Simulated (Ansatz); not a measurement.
Given:

```
CdTe
1.0
    0.00000     3.38419     3.38419
    3.38419     0.00000     3.38419
    3.38419     3.38419     0.00000
Te Cd
1 1
Direct
  0.75000   0.75000   0.75000
  0.00000   0.00000   0.00000
```

No spin polarisation.

All numbers come from PBE (Ansatz, a first-principles code, PAW, spin-orbit coupling left out), earlier PAW set. Settings: 9×9×9 k-points, 0.05 eV Fermi–Dirac smearing.

**Question.** Predict the electron mass, band gap and gap character.

**Answer.** The electron mass comes out as 0.039 mₑ (at Γ). The band gap comes out as 0.39 eV and the gap character comes out as direct at Γ.

Spin-orbit coupling, missing from the scalar runs, can matter with Te. Load acts through the strain it causes; cell and atoms are relaxed under it. Masses are band curvatures over ±0.01 Å⁻¹ around the edge. Whether these cells are dynamically stable was not tested. The cell was made from CdTe in the zinc blende structure (space group F-43m, No. 216) by this change: pressure −2 GPa.
